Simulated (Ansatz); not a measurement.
The parent structure is BaTiO$_{3}$ in the cubic perovskite structure (space group Pm-3m, No. 221).

```
BaTiO3
1.0
    4.01946     0.00000     0.00000
    0.00000     4.01946     0.00000
    0.00000     0.00000     4.01946
Ba Ti O
1 1 3
Direct
  0.00000   0.00000   0.00000
  0.50000   0.50000   0.50000
  0.00000   0.50000   0.50000
  0.50000   0.50000   0.00000
  0.50000   0.00000   0.50000
```

Computed with PBE (Ansatz, a first-principles code, PAW, no spin-orbit coupling), earlier PAW set.

For the base:

The shortest interatomic distance comes out as 2.010 Å and the band gap comes out as 1.79 eV.

The change: a hydrostatic pressure of 0.9 GPa.

Problem. Predict the new shortest interatomic distance and band gap.

Solution. The shortest interatomic distance decreases by 0.004 Å (2.010 Å → 2.006 Å); the band gap rises by 0.01 eV (1.79 eV → 1.80 eV).

Load acts through the strain it causes; cell and atoms are relaxed under it. No phonon test of stability was made. The final runs are not spin-polarised. Many cubic perovskites are stable only at high temperature; tilts and polar distortions were not tested. This is not the structure that BaTiO3 has at room temperature and ambient pressure.
